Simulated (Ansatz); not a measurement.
The structure below was relaxed with r2SCAN (Ansatz, a first-principles code; PAW; 500 eV plane waves; no spin-orbit coupling).

Space group Fm-3m (No. 225); a = 4.882 Å, b = 4.882 Å, c = 4.882 Å, α = 90.00°, β = 90.00°, γ = 90.00°

```
atom  site  symmetry       x       y       z
----  ----  --------  ------  ------  ------
Lu      4a      m-3m  0.0000  0.0000  0.0000
```

Q: Write out a cell with all atoms.

A: 
```cif
data_Lu4
_chemical_formula_sum 'Lu4'
_space_group_name_H-M_alt 'P 1'
_space_group_IT_number 1
_cell_length_a 4.88173
_cell_length_b 4.88173
_cell_length_c 4.88173
_cell_angle_alpha 90.000
_cell_angle_beta 90.000
_cell_angle_gamma 90.000
loop_
_space_group_symop_operation_xyz
  'x, y, z'
loop_
_atom_site_label
_atom_site_type_symbol
_atom_site_fract_x
_atom_site_fract_y
_atom_site_fract_z
_atom_site_occupancy
Lu1 Lu 0.00000 0.00000 0.00000 1
Lu2 Lu 0.00000 0.50000 0.50000 1
Lu3 Lu 0.50000 0.00000 0.50000 1
Lu4 Lu 0.50000 0.50000 0.00000 1
```
This is the conventional cell.

No phonon test of stability was made. All final runs are without spin polarisation. The cell was made from Ca by this change: Ca → Lu; the result is a hypothetical phase, not in the database extracts checked.
